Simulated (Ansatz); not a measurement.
Cells marked so need not be the phases stable at ambient conditions, and some may be hypothetical.

The gap is the functional's own, uncorrected, and κ follows it; spin-orbit coupling is left out. Mid-gap values are interpolated between the computed energies.

A. BaCuSF (P4/nmm, not sure to be the ambient phase, 8 atoms a cell, 19.4 Å³ an atom, -2 GPa at this level), along the normal of (110)
B. CaCl₂ (P4_2/mnm, rutile, not sure to be the ambient phase, 6 atoms a cell, 28.6 Å³ an atom), along the normal of (111)
C. KSc(MoO₄)₂ (P-3m1, not sure to be the ambient phase, 12 atoms a cell, 18.5 Å³ an atom, -6 GPa at this level), along the normal of (100)

Q: Put the candidates in order of mid-gap decay constant of the slowest evanescent state, lowest first, for Ansatz (a quantum-chemistry and plane-wave program) with r2SCAN.

A: A (0.24 1/Å), B (0.41 1/Å), C (0.45 1/Å)
